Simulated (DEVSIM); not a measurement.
System: W/La2O3/p-InP capacitor, at 300 K.

| layer (left to right) | material | thickness (nm) | Na (cm⁻³) |
|---|---|---|---|
| 1 | La2O3 | 8.00 | - |
| 2 | InP | 5100 | 1.5e16 |

Metal gate on the left, work function 4.6 eV. Fixed charge at the semiconductor interface 0 cm⁻² (in units of +e); no interface traps.

The device is made up for the run: typed textbook-type constants, with dimensions and the other settings drawn at random. Values at 300 K.

```
parameter      La2O3     InP
-------------  -----  ------
gap (eV)         5.8   1.344
affinity (eV)    1.8    4.38
permittivity      27    12.5
Nc (cm⁻³)          -  5.7e17
Nv (cm⁻³)          -  1.1e19
```

DEVSIM, 1D Poisson equation in equilibrium, Boltzmann statistics, complete ionisation; no quantum confinement or tunnelling. Metal contacts follow the ideal Schottky-Mott rule: no Fermi-level pinning, no interface dipoles.

Question: Tabulate band edges, carrier densities and field at -0.3 V on the gate.

Answer: Energies count from the Fermi level of the right contact; mesh points crowd at the junctions.

| x (μm) | Ec (eV) | Ev (eV) | n (cm⁻³) | p (cm⁻³) | field (V/cm) |
|---|---|---|---|---|---|
| 0.000 | 3.100 | -2.700 | < 1e2 | < 1e2 | 24000 |
| 0.001280 | 3.103 | -2.697 | < 1e2 | < 1e2 | 24000 |
| 0.003675 | 3.109 | -2.691 | < 1e2 | < 1e2 | 24000 |
| 0.006229 | 3.115 | -2.685 | < 1e2 | < 1e2 | 24000 |
| 0.008081 | 0.539 | -0.805 | 4.9e8 | 340000 | 51000 |
| 0.009640 | 0.547 | -0.797 | 3.6e8 | 460000 | 51000 |
| 0.01316 | 0.565 | -0.779 | 1.8e8 | 910000 | 50000 |
| 0.02617 | 0.629 | -0.715 | 1.6e7 | 1.1e7 | 47000 |
| 0.05042 | 0.738 | -0.606 | 230000 | 7.2e8 | 42000 |
| 0.1051 | 0.936 | -0.408 | 110 | 1.5e12 | 30000 |
| 0.2361 | 1.154 | -0.190 | < 1e2 | 7.1e15 | 5000 |
| 0.6850 | 1.173 | -0.171 | < 1e2 | 1.5e16 | ≈ 0 |
| 1.589 | 1.173 | -0.171 | < 1e2 | 1.5e16 | ≈ 0 |
| 3.229 | 1.173 | -0.171 | < 1e2 | 1.5e16 | ≈ 0 |
| 4.473 | 1.173 | -0.171 | < 1e2 | 1.5e16 | ≈ 0 |
| 4.837 | 1.173 | -0.171 | < 1e2 | 1.5e16 | ≈ 0 |
| 4.988 | 1.173 | -0.171 | < 1e2 | 1.5e16 | ≈ 0 |
| 5.056 | 1.173 | -0.171 | < 1e2 | 1.5e16 | ≈ 0 |
| 5.092 | 1.173 | -0.171 | < 1e2 | 1.5e16 | ≈ 0 |
| 5.101 | 1.173 | -0.171 | < 1e2 | 1.5e16 | ≈ 0 |
| 5.106 | 1.173 | -0.171 | < 1e2 | 1.5e16 | ≈ 0 |
| 5.108 | 1.173 | -0.171 | < 1e2 | 1.5e16 | ≈ 0 |
